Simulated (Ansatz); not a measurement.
Defect migration in 4H silicon carbide: interstitial Na, charge state +1. Method: PBE, PAW (plane waves to 420 eV; Ansatz, a quantum-chemistry and plane-wave program).

72-site cell at the relaxed PBE lattice, the Γ point alone, smearing 0.01 eV, spin-restricted, no finite-size correction. Energies are static. The charge state is imposed; whether it is stable for some Fermi level was not computed. Sites that were not tried may lie lower.

Barriers: single points on a 2×2×2 k-point mesh shifted by half a step along c at the bands' geometries (they differ from the bands' own by up to 0.49 eV, and are uncertain by about as much).

Relaxed starting cell (atoms counted from 1):

```xyz
73
Lattice="9.2823 0.0000 0.0000 -4.6411 8.0387 0.0000 0.0000 0.0000 10.1293" Properties=species:S:1:pos:R:3 pbc="T T T"
Si    -0.0223     0.0078     5.0743
Si    -1.5497     2.6534     5.0743
Si    -3.1516     5.3239     5.1114
Si     3.0914     0.0598     5.1114
Si     1.5429     2.6752     5.0623
Si     0.0522     5.3239     5.1114
Si     6.2051     0.0078     5.0743
Si     4.6398     2.6752     5.0623
Si     3.0914     5.3572     5.0623
Si    -0.0152     0.0037    10.0803
Si    -1.5497     2.6615    10.0803
Si    -3.0990     5.3543    10.1110
Si     3.0914    -0.0009    10.1110
Si     1.5453     2.6766    10.1226
Si    -0.0004     5.3543    10.1110
Si     6.1981     0.0038    10.0803
Si     4.6375     2.6766    10.1226
Si     3.0914     5.3545    10.1226
Si     1.5381     0.8954     7.5929
Si    -0.0009     3.5610     7.5929
Si    -1.5497     6.2488     7.5942
Si     4.6447     0.8954     7.5929
Si     3.0914     3.5693     7.5882
Si     1.5524     6.2514     7.5929
Si     7.7326     0.8897     7.5797
Si     6.1837     3.5610     7.5929
Si     4.6304     6.2514     7.5929
Si     0.0006     1.7848     2.5235
Si    -1.5498     4.3145     2.4333
Si    -3.2249     7.2159     2.4333
Si     3.0913     1.7881     2.5236
Si     1.5488     4.4598     2.5236
Si     0.1254     7.2159     2.4333
Si     6.1821     1.7848     2.5234
Si     4.6339     4.4598     2.5236
Si     3.0914     7.1381     2.5235
C     -0.0055    -0.0018     6.9649
C     -1.5497     2.6728     6.9649
C     -3.1013     5.3530     6.9804
C      3.0914     0.0017     6.9804
C      1.5438     2.6758     6.9585
C      0.0018     5.3530     6.9804
C      6.1883    -0.0018     6.9649
C      4.6389     2.6758     6.9585
C      3.0914     5.3562     6.9585
C     -0.0596     0.0293     1.8471
C     -1.5498     2.6103     1.8471
C     -3.0996     5.3540     1.8864
C      3.0914    -0.0003     1.8864
C      1.5423     2.6749     1.8958
C      0.0001     5.3540     1.8864
C      6.2424     0.0293     1.8471
C      4.6404     2.6749     1.8958
C      3.0914     5.3579     1.8958
C      1.5418     0.8918     9.5032
C     -0.0021     3.5659     9.5032
C     -1.5497     6.2488     9.5033
C      4.6410     0.8918     9.5033
C      3.0914     3.5692     9.5057
C      1.5475     6.2500     9.5032
C      7.7326     0.8897     9.4682
C      6.1849     3.5659     9.5032
C      4.6353     6.2499     9.5032
C     -0.0042     1.7819     4.4349
C     -1.5497     4.4076     4.4529
C     -3.1443     7.1694     4.4529
C      3.0914     1.7988     4.4400
C      1.5582     4.4544     4.4401
C      0.0448     7.1694     4.4529
C      6.1870     1.7820     4.4349
C      4.6246     4.4545     4.4400
C      3.0914     7.1437     4.4349
Na    -1.5497     6.2488     3.4721
```
Cell charge +1.

End state 1 differs by these moves (Å; atoms that move under 0.08 Å are left out):

```tsv
atom	element	Δx	Δy	Δz
3	Si	0.05	0.10	0.00
8	Si	-0.06	-0.03	0.05
29	Si	0.13	0.22	0.00
30	Si	0.13	-0.07	0.09
33	Si	-0.13	-0.07	0.09
34	Si	0.00	-0.15	-0.09
35	Si	-0.12	0.08	-0.09
46	C	0.05	-0.03	0.05
52	C	-0.06	-0.10	0.00
54	C	-0.06	0.03	-0.05
65	C	0.05	0.08	0.00
73	Na	-1.55	-2.68	0.00
```

Question: Estimate the forward and backward barriers to end state 1 that PBE, PAW returns for this input.

Answer: forward 4.15 eV, backward 4.15 eV; at the saddle point atom 73 has neighbours C at 1.94, C at 2.15; Si at 2.10, Si at 2.37 Å. The program found a first-order saddle point.

End state 2 differs by these moves (Å; atoms that move under 0.08 Å are left out):

```json
[
 {"atom": "12", "element": "Si", "Δx": "-0.09", "Δy": "-0.05", "Δz": "-0.08"},
 {"atom": "13", "element": "Si", "Δx": "0.00", "Δy": "0.10", "Δz": "-0.08"},
 {"atom": "15", "element": "Si", "Δx": "0.09", "Δy": "-0.05", "Δz": "-0.08"},
 {"atom": "29", "element": "Si", "Δx": "0.00", "Δy": "0.04", "Δz": "0.18"},
 {"atom": "30", "element": "Si", "Δx": "0.04", "Δy": "-0.02", "Δz": "0.18"},
 {"atom": "33", "element": "Si", "Δx": "-0.04", "Δy": "-0.02", "Δz": "0.18"},
 {"atom": "48", "element": "C", "Δx": "-0.07", "Δy": "-0.04", "Δz": "0.04"},
 {"atom": "49", "element": "C", "Δx": "0.00", "Δy": "0.08", "Δz": "0.04"},
 {"atom": "51", "element": "C", "Δx": "0.07", "Δy": "-0.04", "Δz": "0.04"},
 {"atom": "57", "element": "C", "Δx": "0.00", "Δy": "0.00", "Δz": "-0.12"},
 {"atom": "73", "element": "Na", "Δx": "0.00", "Δy": "0.00", "Δz": "-2.22"}
]
```

Question: What forward and backward barriers to end state 2 does PBE, PAW give?

Answer: forward 3.35 eV, backward 2.09 eV; at the saddle point atom 73 has neighbours 3 C at 1.96; 3 Si at 2.09 Å. The saddle point's order was not checked, and it lies on a symmetry element of the cell, where a band can be held.
